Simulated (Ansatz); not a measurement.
# TbAg2 (I4/mmm, No. 139)

The numbers are results of r²SCAN (Ansatz, a first-principles code, PAW), not measurements.

Run with plane-wave cutoff 560 eV, 20×20×20 k mesh, Fermi–Dirac smearing 0.05 eV, spin-polarised with parallel moments, scalar-relativistic PAW data made under PBE.

Cell: relaxed at this level.

- lattice parameter a = 3.724 Å
- lattice parameter c = 9.298 Å
- bulk modulus B0 = 76.9 GPa

Note: the magnetic order was assumed, not searched for or taken from measurement; the 4f shell is treated without U or exact exchange, so its levels and filling can be wrong; the bulk modulus is −V dP/dV from two relaxed cells at ±2 % in volume.

Spin–orbit coupling is not included.

Static lattice: no zero-point or thermal effects.

It cost around 70 core-minutes (rough) of CPU time.
